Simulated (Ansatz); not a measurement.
Take CsPbBr$_{3}$ in the cubic perovskite structure (space group Pm-3m, No. 221; a = 5.872 Å) as the base.

Modification: every Br is replaced by Cl, then cell and atoms are relaxed.

All numbers come from PBEsol (Ansatz, a program for electronic structure; PAW; 420 eV plane waves; without spin-orbit coupling).

Base, band edges from the VBM (valence, conduction): M -0.71, 2.00; R 0.00, 1.43; X -1.44, 2.50; Γ -2.05, 2.88 eV.

### Question
Give the band edges at the high-symmetry points of the new zone, measured from its valence-band maximum.

### Answer
```tsv
point	valence edge (eV)	conduction edge (eV)
Γ	-2.48	3.24
X	-1.67	2.93
M	-0.81	2.43
R	0.00	1.83
```

The gap is 1.83 eV, direct at R.

Spin-orbit coupling, missing from the scalar runs, can matter with Pb. Stability against distortions was not tested. Many cubic perovskites are stable only at high temperature; tilts and polar distortions were not tested. This is not the structure that CsPbCl3 has at room temperature and ambient pressure. This is not the structure that CsPbBr3 has at room temperature and ambient pressure.
